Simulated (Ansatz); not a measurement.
Take TlBr in the CsCl type structure (space group Pm-3m, No. 221; a = 3.840 Å) as the base. Axes: x, y, z lie along the cube axes.

Method: LDA, PAW, 420 eV (Ansatz, a program for electronic structure; no SOC).

For the base:

| Item | Value |
|---|---|
| Electron mass | 0.12 mₑ along k, 0.19 mₑ across (at X) |
| Valley order | X along ⟨100⟩ 1.37 eV; R along ⟨111⟩ 1.49 eV |

Modification: the cell is compressed by 1.50 % along z with no lateral relaxation; the atoms relax in the strained cell.

Q: Predict the new electron mass, valley order and energy relative to the base.

A: The electron mass changes from 0.12 mₑ along k, 0.19 mₑ across (at X) to 0.11 mₑ along k, 0.18 mₑ across (at X); the valley order (the lowest conduction-band minima on the path, energy above the VBM, named in the base's zone) goes from X along ⟨100⟩ 1.37 eV; R along ⟨111⟩ 1.49 eV to X along [001] 1.24 eV; R along [111] 1.33 eV; X along [010] 1.33 eV; the energy grows by 1.0 meV/atom.

With Tl present, leaving out spin-orbit coupling can change the band edges. The levels and masses belong to the bands next to the band gap. Masses are band curvatures over ±0.01 Å⁻¹ around the edge. Along k means along the line from Γ to the band edge. Whether these cells are dynamically stable was not tested.
